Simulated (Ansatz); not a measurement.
System: PbZrO3 (model structure, started from the LiNbO3 type, R3c, No. 161, 10 atoms in the cell). Method: LDA (PAW; Ansatz, an electronic-structure program).

Output (set-up and result lines):

```
Crystal: 10 atoms, lattice volume = 142.183 Å³
Basis set: ecut = 520 eV, 3839 PW (Γ), exchange–correlation on 90×90×90 points (8 copies of the dense FFT grid, shifted against one another)
Bands: 54, of which v1, the nominal top of the filled ones, is band 44 counted from 1 (43 counted from 0)
Symmetry: 6 space group operations
Space group: R3c (ITA 161), of the structure as read, at distance tolerance 5.2e-5 Å
k-points: 65 of 512 (time reversal used)
Functional: x = slater, c = lda
SCF iter   1: F=—  HF=-34701.608875 eV  |F-HF|=—  |Δ(HF+E_count)|=         —  Δρ=1.90e-2  dr2=4.98e-1
SCF iter   2: F=—  HF=-34701.506840 eV  |F-HF|=—  |Δ(HF+E_count)|=   1.02e-1  Δρ=5.50e-3  dr2=4.62e-2
  ...
SCF iter   7: F=—  HF=-34701.495037 eV  |F-HF|=—  |Δ(HF+E_count)|=   9.17e-9  Δρ=1.27e-6  dr2=2.01e-9
SCF iter   8: F=-34701.495037 eV  HF=-34701.495037 eV  |F-HF|=3.64e-11  |Δ(HF+E_count)|=  6.55e-11  Δρ=2.61e-7  dr2=1.11e-10
SCF 1 converged in 8 iterations: F = -34701.495037 eV  dr2 = 1.11e-10
SCF converged after 8 iterations
Free energy (F): -34701.495037 eV
Internal energy: -34701.495037 eV  (E = F + TS)
E sigma→0 (E₀):  -34701.495037 eV
Fermi energy:    11.041906 eV
--- Forces (eV/Å), atoms counted from 1 ---
  atom   1  Pb     0.00000000    -0.00000000    -0.14689618
  atom   2  Pb     0.00000000    -0.00000000    -0.14689618
  atom   3  Zr     0.00000000     0.00000000     0.04108520
  atom   4  Zr    -0.00000000     0.00000000     0.04108520
  atom   5  O     -0.01038285    -0.00085441     0.03526853
  atom   6  O      0.00445148     0.00941901     0.03526853
  atom   7  O      0.00593136    -0.00856460     0.03526853
  atom   8  O     -0.00593136    -0.00856460     0.03526853
  atom   9  O     -0.00445148     0.00941901     0.03526853
  atom  10  O      0.01038285    -0.00085441     0.03526853
--- Stress (GPa, compression-positive) ---
       -4.145309      -0.000000       0.000000
       -0.000000      -4.145309       0.000000
        0.000000       0.000000      -4.039294
  P = ⅓ Tr σ = -4.1100 GPa (-41.100 kbar)
```

**Question.** Write an input file that could have produced this run (the log leaves some choices open).

**Answer.** Several could match; the one computed here: 
Ansatz 0.2 input:
```yaml
crystal:
  lattice:
    - [2.9214435253, 1.6866963648, 4.8090907192]
    - [-2.9214435253, 1.6866963648, 4.8090907192]
    - [0.0, -3.3733922524, 4.8090908866]
  atoms:
    - { symbol: Pb, position: [0.7149298586, 0.7149298586, 0.7149298586] }
    - { symbol: Pb, position: [0.2149298586, 0.2149298586, 0.2149298586] }
    - { symbol: Zr, position: [0.9850133614, 0.9850133614, 0.9850133614] }
    - { symbol: Zr, position: [0.4850133614, 0.4850133614, 0.4850133614] }
    - { symbol: O, position: [0.7927218005, 0.2649986381, 0.6920463415] }
    - { symbol: O, position: [0.2649986381, 0.6920463415, 0.7927218005] }
    - { symbol: O, position: [0.6920463415, 0.7927218005, 0.2649986381] }
    - { symbol: O, position: [0.2927218005, 0.1920463415, 0.7649986381] }
    - { symbol: O, position: [0.1920463415, 0.7649986381, 0.2927218005] }
    - { symbol: O, position: [0.7649986381, 0.2927218005, 0.1920463415] }
basis:
  ecutwfc: 520
  ecutrho_ratio: 4
  xc_grid: 2
kpoints:
  mp_grid: { grid: [8, 8, 8] }
  band_path:
    path:
      - [0.0, 0.0, 0.0]
      - [-0.083333, -0.083333, -0.083333]
      - [-0.166667, -0.166667, -0.166667]
      - [-0.25, -0.25, -0.25]
      - [-0.333333, -0.333333, -0.333333]
      - [-0.416667, -0.416667, -0.416667]
      - [-0.5, -0.5, -0.5]
      - [-0.5, -0.449735, -0.550265]
      - [-0.5, -0.39947, -0.60053]
      - [-0.5, -0.349205, -0.650795]
      - [-0.5, -0.29894, -0.70106]
      - [-0.5, -0.248675, -0.751325]
      - [-0.248675, 0.248675, -0.5]
      - [-0.186506, 0.186506, -0.5]
      - [-0.124337, 0.124337, -0.5]
      - [-0.062169, 0.062169, -0.5]
      - [0.0, 0.0, -0.5]
      - [0.0, 0.0, -0.416667]
      - [0.0, 0.0, -0.333333]
      - [0.0, 0.0, -0.25]
      - [0.0, 0.0, -0.166667]
      - [0.0, 0.0, -0.083333]
      - [0.0, 0.053477, -0.053477]
      - [0.0, 0.106954, -0.106954]
      - [0.0, 0.16043, -0.16043]
      - [0.0, 0.213907, -0.213907]
      - [0.0, 0.267384, -0.267384]
      - [0.0, 0.320861, -0.320861]
      - [0.0, 0.374337, -0.374337]
      - [-0.374337, 0.0, -0.625663]
      - [-0.437169, 0.0, -0.562831]
      - [-0.5, 0.0, -0.5]
      - [-0.428571, 0.0, -0.428571]
      - [-0.357143, 0.0, -0.357143]
      - [-0.285714, 0.0, -0.285714]
      - [-0.214286, 0.0, -0.214286]
      - [-0.142857, 0.0, -0.142857]
      - [-0.071429, 0.0, -0.071429]
    npoints: 1
hamiltonian:
  xc: lda
  dispersion: none
  pseudopotentials: { kind: paw }
scf:
  occupations: { method: fermi_dirac, width: 0.01 }
  convergence: { dr2_threshold: 0.000000001 }
output:
  forces: true
  stress: true
  eigenvalues: true
  write_bands: true
```

The PAW data were made under PBE.

Note: the relaxation could raise the start's symmetry but not lower it, so the cell can be a saddle point. Note: cell and atoms aren't relaxed at this level (largest force component 0.15 eV/Å, pressure -4.1 GPa).

A model structure was made by putting elements into a prototype or built by hand; it is no filed structure, need not be a known phase, and can be a saddle point held by its symmetry.
